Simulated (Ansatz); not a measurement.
Cost and result by functional for the adsorption energy of O on the 1x1 (110) surface of 3C silicon carbide (cut with top plane C + Si), one in a 2x2 cell, started at the site 'bridge C-Si (span 3.9 Å)', in Ansatz (plane waves, PAW). Single points on the PBE structure, on one kind of machine; costs are rough ratios of the slab run's core time (references not counted) to the cheapest single point. r2SCAN's cost holds its higher cutoff (500 against 420 eV). Differences are taken against r2SCAN for comparison alone: no measured value is at hand, so the table doesn't rank accuracy.

Host crystal: 3C silicon carbide, with a band gap (PBE, scalar-relativistic without spin-orbit coupling).

Model: 49-atom slab, 7.7 Å thick at the start under the adsorbate (thin: gaps and levels are the slab's own), 3x3x1 mesh, Fermi-Dirac 0.01 eV, dipole correction, 24 atoms held, the rest relaxed; no symmetry held; spin-polarised, no spin-orbit, no U, no dispersion correction. The starting moment vanished. At the end it is bonded to C. In PBE it is, or lies within 0.03 eV of, the lowest of the starts that converged. These notes are the PBE run's. RPBE: The program's check for a lower electronic state was not made. r2SCAN: The program's check for a lower electronic state was not made. Adsorption energies are against ½ O2(g). A negative adsorption energy means that the adsorbate is more stable on the surface than in its reference.

```tsv
functional	relative cost	adsorption energy (eV)	less r2SCAN (eV)
RPBE	1	-1.65	0.06
r2SCAN	2	-1.71	0.00
PBE (the relaxed run's value)	–	-1.86	-0.14
```

The values span 0.20 eV, while the single points' costs differ by a factor of roughly 2. Differences are of unrounded values.

Ansatz is a first-principles code.
